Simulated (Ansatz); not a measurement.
Point defect O vacancy (V_O) in rock-salt CaO

All values below come from PBE, PAW (plane waves to 420 eV; Ansatz, an electronic-structure program). Cell: 64 sites, 2×2×2; final energies on a 2×2×2 shifted mesh. Site at the start: the O site. Finite-size correction: monopole term and site-potential alignment. Dielectric constants: PBE linear response of the host. Host gap at this level: 3.66 eV. These values are not converged in cell size to better than tenths of an eV. PBE underestimates the host's gap, which shifts levels and can delocalise carriers. Spin–orbit coupling is left out. Each state is the lowest found from its start.

Formation energies E_f are given with the Fermi level at the valence-band maximum. Chemical conditions: Ca-rich (Δμ(O) = -5.89 eV; only phases computed here count, gases as isolated molecules at 0 K); O-rich (Δμ(O) = 0.00 eV; only phases computed here count, gases as isolated molecules at 0 K). Reference phases: O: O2 molecule in a box.

```tsv
charge	moment (μB)	point group	largest move off a lattice site (Å)	image correction with alignment (eV)	E_f, Ca-rich (eV)	E_f, O-rich (eV)
+2	not spin-polarised	Oh	0.19	0.32	-3.42	2.47
+1	1.0	Oh	0.12	0.03	-2.04	3.86
0	not spin-polarised	Oh	0.06	0.00	0.78	6.68
−1*	0.9	–	0.05	–	–	–
```

* At this level the carrier isn't localised at the defect: at charge −1 electrons occupy the conduction band. Such a state is shallow or no state of the defect, and this cell gives it no level.

Point groups are those of the whole cell at tolerances of 0.03 and 0.1 Å ("near" where only the looser one holds); none is given for unsettled states.

Transition levels above the valence-band maximum: ε(+2/+1) = 1.38 eV; ε(+1/0) = 2.82 eV. On the lower envelope of the bound states, inside the gap: (+2/+1) at 1.38 eV; (+1/0) at 2.82 eV.

All states together cost roughly 30 core-minutes.
